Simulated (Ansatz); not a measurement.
**SiS2: pressure series**

Take SiS₂ (space group Ibam, No. 72; a = 5.802 Å, b = 9.889 Å, c = 5.546 Å; made of chains) as the base.

Cell and atoms are relaxed at each pressure.

Calculations: plane-wave PAW DFT at the r2SCAN level (Ansatz, an electronic-structure program, 500 eV), without spin-orbit coupling, earlier PAW set.

| change | band gap | gap character | width of the top valence band |
|---|---|---|---|
| base | 3.30 eV | indirect, Σ₀–Γ (22 % along) → k = (3/8, 3/8, -3/8) in the run's primitive reciprocal basis | 0.83 eV |
| pressure 1.8 GPa | 3.01 eV | indirect, Σ₀–Γ (20 % along) → G₀–X (75 % along) | 0.98 eV |
| pressure 4.2 GPa | 2.78 eV | indirect, Σ₀–Γ (20 % along) → X | 1.11 eV |
| pressure 9 GPa | 2.54 eV | indirect, Σ₀–Γ (18 % along) → X | 1.20 eV |
| pressure 18 GPa | 2.02 eV | indirect, Σ₀–Γ (18 % along) → Γ | 1.33 eV |
| pressure 30 GPa | 1.26 eV | direct at Γ | 1.68 eV |
| pressure 45 GPa | 0.38 eV | direct at Γ | 2.31 eV |
| pressure 60 GPa | zero | – | – |

A case with no gap was solved on a k-mesh chosen for an insulator, which is coarse for it. Load acts through the strain it causes; cell and atoms are relaxed under it. Stability against distortions was not tested. No other phases were tried under pressure. All final runs are without spin polarisation. No dispersion term is included, though the crystal is made of layers, chains or molecules, so its spacings can come out too wide. A zero or small gap of SiS2 under pressure 60 GPa can be the functional's error rather than a property of the material.
